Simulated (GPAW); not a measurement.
Input and output of a self-consistent single point for LaPt5 (P6/mmm, 6 atoms in the cell) (GPAW)

Level of theory: LDA (Perdew-Wang 92), GPAW PAW datasets LDA (gpaw-data 1.0.1) (plane waves; GPAW).

Input:

```python
from ase import Atoms
from ase.units import GPa
from gpaw import GPAW

atoms = Atoms(['La', 'Pt', 'Pt', 'Pt', 'Pt', 'Pt'],
              cell=[[5.428550, 0.000000, 0.000000],
                    [-2.714275, 4.701262, 0.000000],
                    [0.000000, 0.000000, 4.393330]],
              positions=[[0.000000, 0.000000, 0.000000],
                         [-0.000003, 3.134176, 0.000000],
                         [2.714278, 1.567086, 0.000000],
                         [2.714275, 0.000000, 2.196665],
                         [1.357138, 2.350631, 2.196665],
                         [-1.357138, 2.350631, 2.196665]],
              pbc=True)

calc = GPAW(mode={'name': 'pw', 'ecut': 850},
            xc='LDA',
            kpts={'size': (6, 6, 7), 'gamma': True},
            occupations={'name': 'methfessel-paxton', 'width': 0.1, 'order': 0},
            nbands=-14,
            symmetry={'symmorphic': False, 'tolerance': 0.0005},
            maxiter=120)

atoms.calc = calc

energy = atoms.get_potential_energy()
print('Energy (eV):', round(energy, 6))
forces = atoms.get_forces()
print('Forces (eV/Ang):')
print(forces.round(5))
stress = atoms.get_stress()
print('Stress (GPa, Voigt):', (stress / GPa).round(4))
```

Output (repeated stretches shortened):

```
Input parameters:
  kpts: {gamma: True,
         size: (6, 6, 7)}
  maxiter: 120
  mode: {ecut: 850,
         name: pw}
  nbands: -14
  occupations: {name: methfessel-paxton,
                order: 0,
                width: 0.1}
  symmetry: {symmorphic: False,
             tolerance: 0.0005}

species:
  La:
    name: Lanthanum
    Z: 57.0
    valence: 11
    core: 46
    charge: 0.0
    file: La.LDA.gz

    # Using partial waves for La as LCAO basis

  Pt:
    name: Platinum
    Z: 78.0
    valence: 16
    core: 62
    charge: 0.0
    file: Pt.LDA.gz

    # Using partial waves for Pt as LCAO basis

Reference energy: -2731422.367255  # eV

Spin-paired calculation

Convergence criteria:
 Maximum [total energy] change in last 3 cyles: 0.0005 eV / valence electron
 Maximum integral of absolute [dens]ity change: 0.0001 electrons / valence electron
 Maximum integral of absolute [eigenst]ate change: 4e-08 eV^2 / valence electron
 Maximum number of scf [iter]ations: 120

Symmetries present (total): 24
Symmetries with fractional translations: 0
252 k-points: 6 x 6 x 7 Monkhorst-Pack grid + [1/12,1/12,0.000000]
28 k-points in the irreducible part of the Brillouin zone
       k-points in crystal coordinates                weights
   0:     0.00000000    0.00000000    0.00000000          1/252
   1:     0.00000000    0.00000000    0.14285714          2/252
   2:     0.00000000    0.00000000    0.28571429          2/252
   [... 7 lines left out ...]
          ...
  27:     0.50000000    0.50000000    0.42857143          6/252

Wave functions: Plane wave expansion
  Cutoff energy: 850.000 eV
  Number of coefficients (min, max): 6283, 6335
  Pulay-stress correction: 0.000000 eV/Ang^3 (de/decut=0.000000)

Occupation numbers: Methfessel-Paxton:
  width: 0.1000  # eV
  order: 0

Eigensolver

Densities:
  Coarse grid: 40*40*30 grid
  Fine grid: 80*80*60 grid
  Total Charge: 0.000000

Density mixing:
  Method: separate
  Backend: pulay
  Linear mixing parameter: 0.05
  old densities: 5
  Damping of long wavelength oscillations: 50

Hamiltonian:
  XC and Coulomb potentials evaluated on a 80*80*60 grid
  External potential:
    NoExternalPotential

Number of atoms: 6
Number of atomic orbitals: 80
Number of bands in calculation: 59
Number of valence electrons: 91
Bands to converge: occupied

Density initialized from atomic densities
  59 bands from LCAO basis set

Atomic positions and initial magnetic moments

Positions:
   0 La     0.000000    0.000000    0.000000    ( 0.0000,  0.0000,  0.0000)
   1 Pt    -0.000003    3.134176    0.000000    ( 0.0000,  0.0000,  0.0000)
   2 Pt     2.714278    1.567086    0.000000    ( 0.0000,  0.0000,  0.0000)
   3 Pt     2.714275    0.000000    2.196665    ( 0.0000,  0.0000,  0.0000)
   4 Pt     1.357138    2.350631    2.196665    ( 0.0000,  0.0000,  0.0000)
   5 Pt    -1.357138    2.350631    2.196665    ( 0.0000,  0.0000,  0.0000)

Unit cell:
           periodic     x           y           z      points  spacing
  1. axis:    yes    5.428550    0.000000    0.000000    40     0.1175
  2. axis:    yes   -2.714275    4.701262    0.000000    40     0.1175
  3. axis:    yes    0.000000    0.000000    4.393330    30     0.1464

  Lengths:   5.428550   5.428550   4.393330
  Angles:   90.000000  90.000000 120.000001

Effective grid spacing dv^(1/3) = 0.1327

     iter     time        total  log10-change:
                         energy   eigst   dens
iter:   1 --:--:--   -53.270376
iter:   2 --:--:--   -52.025690   -1.10  -1.32
iter:   3 --:--:--   -50.181898   -1.37  -1.38
iter:   4 --:--:--   -49.512668   -1.49  -1.54
iter:   5 --:--:--   -49.215894   -1.64  -1.73
iter:   6 --:--:--   -49.216303   -2.50  -2.26
iter:   7 --:--:--   -49.181042c  -2.67  -2.31
iter:   8 --:--:--   -49.176228c  -3.29  -2.45
iter:   9 --:--:--   -49.152582c  -3.24  -2.39
iter:  10 --:--:--   -49.152302c  -4.21  -2.87
iter:  11 --:--:--   -49.152741c  -4.62  -2.93
iter:  12 --:--:--   -49.152414c  -4.31  -2.93
iter:  13 --:--:--   -49.152283c  -4.85  -3.15
iter:  14 --:--:--   -49.152206c  -4.80  -3.37
iter:  15 --:--:--   -49.152083c  -5.31  -3.47
iter:  16 --:--:--   -49.152004c  -5.25  -3.55
iter:  17 --:--:--   -49.152009c  -6.05  -4.04c
iter:  18 --:--:--   -49.152010c  -6.70  -4.32c
iter:  19 --:--:--   -49.152005c  -7.00  -4.35c
iter:  20 --:--:--   -49.152005c  -8.01c -4.49c

Converged after 20 iterations.

Dipole moment: (0.000022, -0.000000, -0.000000) |e|*Ang

Energy contributions relative to reference atoms: (reference = -2731422.367255)

Kinetic:        -38.764925
Potential:      +28.650422
External:        +0.000000
XC:             -35.605068
Entropy (-ST):   -0.022024
Local:           -3.421422
SIC:             +0.000000
--------------------------
Free energy:    -49.163016
Extrapolated:   -49.152005

Showing only first 2 kpts
 Kpt  Band  Eigenvalues  Occupancy
  0    43     11.28512    0.00000
  0    44     11.28514    0.00000
  0    45     11.38425    0.00000
  0    46     11.84659    0.00000

  1    43     10.68983    1.90566
  1    44     10.83332    0.72153
  1    45     10.93488    0.07303
  1    46     11.38447    0.00000

Fermi level: 10.80812

No gap
No difference between direct/indirect transitions
Energy (eV): -49.152005

Forces in eV/Ang:
  0 La    0.00000    0.00000    0.00000
  1 Pt    0.00000    0.00000    0.00000
  2 Pt    0.00000    0.00000    0.00000
  3 Pt    0.00000    0.00000    0.00000
  4 Pt   -0.00000   -0.00000    0.00000
  5 Pt    0.00000    0.00000    0.00000

Stress tensor:
     0.050048     0.000000     0.000000
     0.000000     0.050048     0.000000
     0.000000     0.000000     0.059957
Stress (GPa, Voigt): [8.0186 8.0186 9.6062 0.     0.     0.    ]
```

The run converged in 20 iterations. GPAW prints stress with tension positive.

The starting cell comes from a database of computed structures (which also holds hypothetical and non-ambient phases and stackings), without a prior relaxation at this level. Spin-orbit coupling is off. Spin polarisation is off. With a pressure of about -9 GPa the cell is away from its equilibrium volume at this level.

Cost on one core of a shared machine: roughly 5 min.
